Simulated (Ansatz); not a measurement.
The starting structures come from a database of crystals and need not be the phases stable at ambient conditions.

Given:

```yaml
crystal:
  lattice:
    - [4.49853, 0.00000, 0.00000]
    - [0.00000, 14.83300, 0.00000]
    - [2.24926, 7.41650, 2.24926]
  atoms:
    - { symbol: Cs, position: [0.00000, 0.35069, 0.00000] }
    - { symbol: Cs, position: [0.00000, 0.64931, 0.00000] }
    - { symbol: Ca, position: [0.00000, 0.00000, 0.00000] }
    - { symbol: F, position: [0.50000, 0.50000, 0.00000] }
    - { symbol: F, position: [0.50000, 0.00000, 0.00000] }
    - { symbol: F, position: [0.00000, 0.15210, 0.00000] }
    - { symbol: F, position: [0.00000, 0.84790, 0.00000] }
```

Space group of this cell: I4/mmm. The cell is taken as given.

Transport runs along the normal of the first two printed cell vectors, the (100) plane of the conventional cell.

No gap correction and no spin-orbit coupling; mid-gap values are interpolated between computed energies.

Question: Estimate the band gap and the smallest decay constant κ at mid-gap that r2SCAN run with Ansatz (a first-principles code) returns for this system.

Answer: Gap 7.04 eV on a 14×14×14 mesh; κ = 0.484 1/Å, at the zone centre.
